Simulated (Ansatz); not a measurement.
The reference is Hf in the hcp (Mg type) structure (space group P6_3/mmc, No. 194; a = 3.1174 Å, c = 4.9501 Å; relaxed with 0.1 eV smearing).

Computed with LDA (Ansatz, an electronic-structure program), without spin-orbit coupling.

Strains are applied to the cell and any free atomic positions relax.

One change was made to it. Results:

| quantity | base | after |
|---|---|---|
| pressure (mean of the normal stresses, compression positive) | 0.0 GPa | -6.4 GPa |
| energy relative to the base (free energy F) | 0 meV/atom | +27 meV/atom |

### Question
Which change produced these results?
A) isotropic strain −3.00 %
B) isotropic strain −1.50 %
C) isotropic strain +2.00 %
D) isotropic strain −0.50 %
E) isotropic strain +1.00 %

### Answer
C, isotropic strain +2.00 %. For comparison, the energy relative to the base in the other runs: isotropic strain −3.00 % gives +68 meV/atom; isotropic strain −0.50 % gives +1.8 meV/atom; isotropic strain +1.00 % gives +6.9 meV/atom; isotropic strain −1.50 % gives +16 meV/atom.

Stability against distortions was not tested. The final runs are not spin-polarised.
